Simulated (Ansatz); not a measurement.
KMgH3 (Pm-3m): electron mass 0.376 mₑ, hole mass 0.755 mₑ, dielectric constants ε∞ = 3.80 and ε₀ = 8.95, effective LO phonon energy 117 meV (band masses from Ansatz (a program for electronic structure) with r2SCAN, rigid bands, cell and atoms relaxed with PBEsol; dielectric constants and zone-centre modes from LDA run with Ansatz on its own relaxed cell).

Question: Estimate a shallow donor's binding energy, its radius and the Mott density in the hydrogenic model.

Answer: E_d = 13.606 eV × m/ε₀² = 63.9 meV and a = 0.0529 nm × ε₀/m = 1.26 nm; n^(1/3) a = 0.26 gives 8.8e18 cm⁻³. The orbit is only a few bonds wide, so central-cell and polaron corrections will be large.

Question: Bracket the exciton binding energy.

Answer: The reduced mass is 0.251 mₑ, which gives 42.6 meV with ε₀ and 236 meV with ε∞. The phonon energy lies between the two, so neither limit holds, and the model's value lies between them.

Isotropic masses (harmonic means over directions) and a parabolic band; the masses carry the functional's gap error.

Formula and space group known from diffraction (Crystallography Open Database), not checked to be the room-temperature form: KMgH3 (Pm-3m).
